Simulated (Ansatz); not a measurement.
The reference is ZrSi$_{2}$ (space group Cmcm, No. 63; a = 3.689 Å, b = 14.858 Å, c = 3.667 Å).

All numbers come from r2SCAN (Ansatz, a quantum-chemistry and plane-wave program; PAW; 500 eV plane waves; without spin-orbit coupling).

Before the change:

| Property | Result |
|---|---|
| Pressure | 0.0 GPa |

Now apply this change: an isotropic linear strain of −2.83 %, atoms relaxed at fixed cell.

Q: How does this affect the pressure?

A: The pressure (mean of the normal stresses, compression positive) goes from zero to 13.7 GPa.

Q: How does this affect the largest internal atomic displacement?

A: The largest internal atomic displacement is 0.019 Å.

Whether these cells are dynamically stable was not tested. The final runs are not spin-polarised.
